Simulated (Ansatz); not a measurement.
For Ge2Sb2Te5 (model structure, P3m1, No. 156, 9 atoms in the cell), LDA (Ansatz, a first-principles code, PAW) gives:

* **equilibrium lattice constant a**: 4.187 Å
* **c axis length**: 16.792 Å
* **cohesive energy**: 3.75 eV/atom
* **band gap**: 0.16 eV

Q: What does r²SCAN+rVV10 (PAW; Ansatz) give for the same quantities?

A: 
- lattice constant a: 4.226 Å (increases by 0.9 %)
- lattice parameter c: 17.547 Å (goes up by 4.5 %)
- cohesive energy: 3.00 eV/atom (decreases by 0.75 eV/atom)
- band gap: 0.20 eV (grows by 0.04 eV)

Changes are worked out from the printed values.

Unless a cell is named, each level is at its own relaxed cell (LDA 28.33, r²SCAN+rVV10 30.16 Å³/atom).

Levels without +SOC leave out spin–orbit coupling, which shifts energies and cells of such heavy elements.

Spin–orbit coupling is included only where a level's name says +SOC; with heavier elements it mostly lowers gaps and can invert bands. Density-functional gaps are differences of (generalised) Kohn–Sham levels.

Ansatz's density-functional and Hartree–Fock values are scalar-relativistic unless marked +SOC, with PAW data made under PBE.

A model structure was made by putting elements into a prototype or built by hand; it is no filed structure, need not be a known phase, and can be a saddle point held by its symmetry.
